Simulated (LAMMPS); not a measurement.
Interface speed of HgTe (zinc blende) against its melt at 660 K on three faces.

Method: classical MD, pair style sw, file CdTeZnSeHgS0.sw (LAMMPS).

```csv
face,speed
001,5.1 ± 0.2 m/s
110,4.2 ± 0.1 m/s
111,3.8 ± 0.1 m/s
```

Caution: the real compound melts congruently only under the pressure of its own vapour and loses its more volatile element when open.

Uncertainties are statistical and leave out the potential's own error.
